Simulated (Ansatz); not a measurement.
Data:

End structure of a constructed model of the (110) surface of bcc Ta, a pseudomorphic layer of Mo in the host's stacking (bottom of the slab: a bare face, its two planes held):

```
CELL_PARAMETERS angstrom
      2.87436     0.00000     0.00000
     -0.95812     2.70998     0.00000
      0.00000     0.00000    31.00000
ATOMIC_POSITIONS crystal
  Ta 0.50000 0.50000 0.26361
  Ta 0.00000 0.00000 0.33932
  Ta 0.50000 0.50000 0.41468
  Ta 0.00000 0.00000 0.49067
  Ta 0.50000 0.50000 0.56587
  Ta 0.00000 0.00000 0.64253
  Mo 0.50000 0.50000 0.70946
```

Set-up: 7 atoms, 14.7 Å thick at the start; mesh 14x14x1; 0.1 eV smearing; dipole correction on; 2 atoms held, the rest relaxed; held to the start's symmetry, so lower structures may exist; no spin, no spin-orbit, no U. It is one candidate, not shown to be the stable structure of the face.

Problem. Predict the work function of the top face from Ansatz (an electronic-structure program) with PBE.

Solution. 4.41 eV
